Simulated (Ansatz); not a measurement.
## Several settings converged on La (P3m1, 4 atoms in the cell)

```xyz
4
Lattice="1.8756 -3.2486 0.0000 1.8756 3.2486 0.0000 0.0000 0.0000 12.0992" Properties=species:S:1:pos:R:3 pbc="T T T"
La     0.0000     0.0000     6.0996
La     0.0000     0.0000     0.0000
La     1.8756     1.0829     3.0248
La     1.8756    -1.0829     9.0744
```

Base method: PBEsol, default PAW files made with PBE (plane waves; Ansatz, a program for electronic structure).

Base settings: basis.ecutwfc = 30.9 Ry; kpoints.mp_grid.grid = 10 10 3; hamiltonian.xc = pbesol; hamiltonian.pseudopotentials = {kind: paw} (the program's default PAW files); scf.occupations.method = fermi_dirac; scf.occupations.width = 0.0073 Ry.

The count of work is k-points × plane waves × bands × iterations; it is no time. Core times come from one kind of shared machine, to one figure; runs under 30 s give none.

**The k-point mesh at a smearing width of 0.3 eV**

In this ladder: scf.occupations.width = 0.022 Ry.

Only quantities that move along the ladder and can be compared are tabulated.

```tsv
kpoints.mp_grid.grid	free energy less the last step's (meV/atom)	pressure (GPa)	largest difference of a force vector from the last step's (eV/Å)	count of work / last	core time / last (rough)
4 4 1	68.65	-0.20	0.003	0.010	–
4 4 2	37.42	-0.59	0.007	0.021	–
5 5 2	10.80	-0.66	0.009	0.026	–
6 6 2	-1.85	-0.91	0.004	0.036	–
8 8 2	0.54	-0.89	0.000	0.052	–
9 9 3	0.20	-0.90	0.000	0.080	–
11 11 3	-0.02	-0.90	0.000	0.11	0.1
13 13 4	0.00	-0.90	0.000	0.20	0.2
24 24 7	0.00	-0.90	0.000	1.0	1
```

Coarsest kpoints.mp_grid.grid that holds the free energy within 5 meV/atom of the last step, with all finer ones: 6 6 2, at 0.036 of the last step's count of work; the step before is off by 11 meV/atom.

Coarsest kpoints.mp_grid.grid that holds the pressure within 0.2 GPa of the last step, with all finer ones: 6 6 2, at 0.036 of the last step's count of work; the step before is off by 0.25 GPa.

Coarsest kpoints.mp_grid.grid that holds the forces within 0.005 eV/Å of the last step, with all finer ones: 6 6 2, at 0.036 of the last step's count of work; the step before is off by 0.009 eV/Å.

**The width of Gaussian smearing**

In this ladder: kpoints.mp_grid.grid = 16 16 5; scf.occupations.method = gaussian.

Narrow widths need finer meshes than wide ones, so the last steps can hold mesh noise.

Only quantities that move along the ladder and can be compared are tabulated; pressure and forces are left out, as mesh noise rules them at narrow widths.

| scf.occupations.width | free energy less the last step's (meV/atom) | energy extrapolated to zero width less the last step's (meV/atom) | core time / last (rough) |
|---|---|---|---|
| 0.0735 Ry | -420.40 | 16.01 | 1 |
| 0.0367 Ry | -102.35 | -1.21 | 0.7 |
| 0.022 Ry | -36.71 | -0.77 | 0.8 |
| 0.0147 Ry | -16.03 | -0.46 | 0.7 |
| 0.0073 Ry | -3.29 | -0.21 | 0.7 |
| 0.0037 Ry | 0.00 | 0.00 | 1 |

State of the energy extrapolated to zero width at the end of the ladder: still drifting one way, by 0.46 meV/atom over the last two steps, so the last step is no safe reference.

Widest scf.occupations.width that holds the free energy within 5 meV/atom: not settled: the last two steps still differ by 3.3 meV/atom, over half the tolerance, so the ladder does not show it.

The extrapolation to zero width removes most of the smearing's effect on the energy.

**The mesh under tetrahedron occupations**

In this ladder: scf.occupations.method = tetrahedron; scf.occupations.width = default.

Only quantities that move along the ladder and can be compared are tabulated.

```tsv
kpoints.mp_grid.grid	free energy less the last step's (meV/atom)	pressure (GPa)	largest difference of a force vector from the last step's (eV/Å)	count of work / last
4 4 2	49.00	-1.61	0.018	0.025
5 5 2	18.97	-1.82	0.043	0.031
7 7 2	-13.44	-2.12	0.006	0.043
8 8 3	-2.61	-1.97	0.012	0.064
10 10 3	0.30	-1.86	0.007	0.093
12 12 4	-1.09	-2.00	0.005	0.18
15 15 4	-0.64	-1.98	0.002	0.26
19 19 5	-0.27	-2.01	0.000	0.46
24 24 7	0.00	-2.00	0.000	1.0
```

Coarsest kpoints.mp_grid.grid that holds the pressure within 0.1 GPa of the last step, with all finer ones: 12 12 4, at 0.18 of the last step's count of work; the step before is off by 0.14 GPa.

Coarsest kpoints.mp_grid.grid that holds the free energy within 2 meV/atom of the last step, with all finer ones: 10 10 3, at 0.093 of the last step's count of work; the step before is off by 2.6 meV/atom.

Coarsest kpoints.mp_grid.grid that holds the forces within 0.02 eV/Å of the last step, with all finer ones: 7 7 2, at 0.043 of the last step's count of work; the step before is off by 0.043 eV/Å.

On the base run: the starting cell has typed, rounded lattice constants, without a prior relaxation at this level. Its lattice was rescaled by up to half a per cent. One atom was moved a little off its site on purpose. Ansatz's pressure includes its estimate of the finite-basis (Pulay) stress.

Left out of this page: 2 runs of the series outside the window shown, repeating another row's setting, or not comparable.

Keys are those of Ansatz 0.2.
